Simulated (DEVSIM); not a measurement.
System: abrupt Si n-p junction, at 300 K.

```
layer (left to right)  material  thickness (μm)  Nd (cm⁻³)  Na (cm⁻³)  τn (s)  τp (s)
---------------------  --------  --------------  ---------  ---------  ------  ------
1                            Si           0.430     1.6e15          -    7e-5    7e-5
2                            Si            2.70          -     2.7e16    7e-5    7e-5
```

Left contact: ohmic. Right contact: ohmic. Voltage is applied to the left contact. Recombination: SRH at mid-gap, Auger. Mobility is constant in doping.

Constants are typed, rounded textbook-type inputs, not results; the design itself was drawn at random and stands for no fabricated device. Values at 300 K.

```
parameter           Si
-------------  -------
gap (eV)         1.124
affinity (eV)     4.05
permittivity      11.7
Nc (cm⁻³)      2.86e19
Nv (cm⁻³)       3.1e19
μn (cm²/Vs)       1417
μp (cm²/Vs)        470
Cn (cm⁶/s)     2.8e-31
Cp (cm⁶/s)     9.9e-32
```

Model (solved in DEVSIM): 1D drift-diffusion, Boltzmann statistics, complete ionisation; no tunnelling, impact ionisation, image-force lowering or self-heating.

The doping Na of layer 2 was swept, all else fixed.

```tsv
doping Na of layer 2 (cm^-3)	potential step across the device at zero bias (V)	dark forward voltage at 100 A/cm² (V)	dark forward voltage at 1 A/cm² (V)	largest field in the device at zero bias (V/cm)
8.1e14	0.598	(withheld)	0.484	(withheld)
2.7e15	0.629	0.685	0.486	14000
8.1e15	0.658	0.662	0.481	17000
2.7e16	0.689	0.640	0.475	20000
8.1e16	0.717	0.630	0.471	24000
2.7e17	0.748	0.625	0.469	33000
8.1e17	0.777	0.623	0.468	52000
```

Problem. Some entries are withheld; supply them.

Solution. 
- 8.1e14, dark forward voltage at 100 A/cm² (V): 0.703
- 8.1e14, largest field in the device at zero bias (V/cm): 9600
